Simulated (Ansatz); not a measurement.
A self-consistent single point of FeAl (Pm-3m, 2 atoms in the cell) with Ansatz (an electronic-structure program).

Level of theory: PBE (plane waves, PAW; Ansatz).

The change in words: lattice scaled by 0.98. Reference geometry:
```yaml
crystal:
  lattice:
    - [2.91000, 0.00000, 0.00000]
    - [0.00000, 2.91000, 0.00000]
    - [0.00000, 0.00000, 2.91000]
  atoms:
    - { symbol: Al, position: [0.50000, 0.50000, 0.50000] }
    - { symbol: Fe, position: [0.00000, 0.00000, 0.00000] }
```

Reference input (self-consistent single point, DFT, PBE, plane waves, default PAW files): kpoints.mp_grid.grid = 11 11 11; hamiltonian.xc = pbe; hamiltonian.pseudopotentials = {kind: paw} (the program's default PAW files); scf.occupations.method = fermi_dirac; scf.occupations.width = 0.1 eV. This run's input differs from it in these lines:

```diff
@@ -3,5 +3,5 @@
   lattice:
-    - [2.91000000, 0.00000000, 0.00000000]
-    - [0.00000000, 2.91000000, 0.00000000]
-    - [0.00000000, 0.00000000, 2.91000000]
+    - [2.85180000, 0.00000000, 0.00000000]
+    - [0.00000000, 2.85180000, 0.00000000]
+    - [0.00000000, 0.00000000, 2.85180000]
   atoms:
```

Log, with long lists cut:

```
SCF iter   1: F=—  HF=-5018.625909 eV  |F-HF|=—  |Δ(HF+E_count)|=         —  Δρ=4.07e-3  dr2=2.28e-3  ethr=1.77e-3  ⟨swp⟩=4.3  Hψ=3621  notcnv=0
all-band conjugate gradients solve this SCF's bands
preconditioner: auto → none
SCF iter   2: F=—  HF=-5018.625703 eV  |F-HF|=—  |Δ(HF+E_count)|=   2.06e-4  Δρ=2.05e-3  dr2=6.09e-4  ethr=1.20e-5  ⟨swp⟩=1.1  Hψ=1243  notcnv=0
SCF iter   3: F=—  HF=-5018.625639 eV  |F-HF|=—  |Δ(HF+E_count)|=   6.41e-5  Δρ=1.75e-4  dr2=4.54e-6  ethr=3.21e-6  ⟨swp⟩=1.0  Hψ=788  notcnv=0
SCF iter   4: F=—  HF=-5018.625748 eV  |F-HF|=—  |Δ(HF+E_count)|=   1.09e-4  Δρ=4.44e-5  dr2=2.19e-7  ethr=2.39e-8  ⟨swp⟩=2.4  Hψ=1234  notcnv=0
iter 5 did not close the SCF: its close was put off for the readings that it lacked (scf_convergence_deferred on its scf_iter line)
SCF iter   5: F=-5018.625748 eV  HF=-5018.625748 eV  |F-HF|=1.47e-8  |Δ(HF+E_count)|=   5.46e-8  Δρ=9.44e-6  dr2=1.33e-8  ethr=1.15e-9  ⟨swp⟩=2.5  Hψ=1074  notcnv=0
SCF iter   6: F=-5018.625748 eV  HF=-5018.625748 eV  |F-HF|=7.38e-10  |Δ(HF+E_count)|=   1.01e-9  Δρ=2.21e-6  dr2=7.27e-10  ethr=7.02e-11  ⟨swp⟩=2.0  Hψ=2370  notcnv=0
SCF 1 converged in 6 iterations: F = -5018.625748 eV  dr2 = 7.27e-10
Free energy (F): -5018.625748 eV
Internal energy: -5018.533537 eV  (E = F + TS)
E sigma→0 (E₀):  -5018.579643 eV
Entropy (-TS):   -0.092211 eV (-46.106 meV/atom)
Fermi energy:    14.357052 eV
--- Forces (eV/Å), atoms counted from 1 ---
  atom   1  Al    -0.00000000    -0.00000000    -0.00000000
  atom   2  Fe    -0.00000000     0.00000000    -0.00000000
--- Stress (GPa, compression-positive) ---
        3.773298      -0.000000      -0.000000
       -0.000000       3.773298       0.000000
        0.000000       0.000000       3.773298
  P = ⅓ Tr σ = 3.7733 GPa (37.733 kbar)
  The stress holds the Pulay correction. Without it, at fixed plane waves, as pw.x and ABINIT print it: P = 3.6974 GPa
```

The run converged in 6 iterations. Against the reference run the free energy drops by 7.7 meV/atom and the pressure goes from -6.61 to 3.77 GPa.

The starting cell has typed, rounded lattice constants, without a prior relaxation at this level. For this run, on top of that: lattice scaled by 0.98. Spin polarisation is off. With a pressure of about 4 GPa the cell is away from its equilibrium volume at this level. Ansatz's pressure includes its estimate of the finite-basis (Pulay) stress.

Keys are those of Ansatz 0.2.
